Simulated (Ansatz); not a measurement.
The starting structures come from a database of crystals and need not be the phases stable at ambient conditions.

 Where the default PAW files enter, the runs use the earlier of Ansatz's two default sets.

The decay constant κ of evanescent states in the gap governs leakage through a thin film.

Input:

```yaml
crystal:
  lattice:
    - [5.45578, 0.00000, 0.00000]
    - [0.00000, 5.45578, 0.00000]
    - [0.00000, 0.00000, 5.45578]
  atoms:
    - { symbol: Li, position: [0.21686, 0.78314, 0.78314] }
    - { symbol: Li, position: [0.78314, 0.21686, 0.21686] }
    - { symbol: Li, position: [0.21686, 0.21686, 0.78314] }
    - { symbol: Li, position: [0.78314, 0.78314, 0.21686] }
    - { symbol: Li, position: [0.78314, 0.21686, 0.78314] }
    - { symbol: Li, position: [0.21686, 0.78314, 0.21686] }
    - { symbol: Li, position: [0.78314, 0.78314, 0.78314] }
    - { symbol: Li, position: [0.21686, 0.21686, 0.21686] }
    - { symbol: Li, position: [0.50000, 0.50000, 0.50000] }
    - { symbol: S, position: [0.50000, 0.50000, 0.00000] }
    - { symbol: S, position: [0.00000, 0.50000, 0.50000] }
    - { symbol: S, position: [0.50000, 0.00000, 0.50000] }
    - { symbol: N, position: [0.00000, 0.00000, 0.00000] }
```

Space group of this cell: Pm-3m. The cell is taken as given.

Transport runs along the normal of the first two printed cell vectors, the (001) plane of the conventional cell.

No gap correction and no spin-orbit coupling; mid-gap values are interpolated between computed energies.

Question: State the band gap and the smallest decay constant κ at mid-gap according to PBEsol (Ansatz, a quantum-chemistry and plane-wave program).

Answer: Gap 2.37 eV on a 6×6×6 mesh; κ = 0.283 1/Å, at the zone centre.
